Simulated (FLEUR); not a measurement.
Band structure of NbH (Cmme, 4 atoms in the cell).

```
CELL_PARAMETERS angstrom
      1.85422    -2.40469     0.00000
      1.85422     2.40469     0.00000
      0.00000     0.00000     4.82729
ATOMIC_POSITIONS crystal
  Nb 0.75000 0.25000 0.26884
  Nb 0.25000 0.75000 0.73116
  H  0.25000 0.25000 0.00000
  H  0.75000 0.75000 0.00000
```

Computed with FLEUR with LDA (Vosko-Wilk-Nusair), all-electron FLAPW (FLEUR), scalar-relativistic valence.

Settings: Kmax = 4.4 1/bohr; GmaxXC = 15.4 1/bohr; xcFunctional = vwn; jspins = 1; l_soc = F; mode = hist; fermiSmearingEnergy = 0.00499791 Htr; mesh (inpgen div1-3) = 11 11 7; inpgen gamma flag = false; Gmax = 15.4 1/bohr; numbands = 0; maxIterBroyd = 15; imix = Anderson; alpha = 0.05.

The starting cell comes from a database of computed structures (which also holds hypothetical and non-ambient phases and stackings), without a prior relaxation at this level. Its lattice was rescaled by a random factor within 2.5 % of one. Spin polarisation is off. Values depend on the basis (sphere radii, cutoffs, local orbitals), which need not be converged.

Levels in eV from the Fermi level, bands 11 to 18:
```tsv
point	11	12	13	14	15	16	17	18
Γ	-4.01	-1.51	-0.84	-0.75	0.36	0.97	2.56	2.56
X	-3.50	-3.20	-1.06	1.42	1.80	2.10	2.69	3.03
S	-2.48	-2.48	-1.12	-1.12	1.35	1.35	1.94	1.94
R	-1.93	-1.93	-0.50	-0.50	1.20	1.20	2.50	2.50
A	-2.52	-2.31	-1.96	-1.77	1.38	1.42	2.42	3.16
Z	-4.03	-2.06	-2.05	0.12	0.90	1.36	1.39	1.69
Y	-4.05	-3.91	-0.67	1.98	2.22	2.43	3.67	3.70
X1	-3.50	-3.20	-1.06	1.42	1.80	2.10	2.69	3.03
A1	-2.52	-2.31	-1.96	-1.77	1.38	1.42	2.42	3.16
T	-3.01	-2.98	-2.07	-0.79	0.13	0.88	4.09	4.25
```
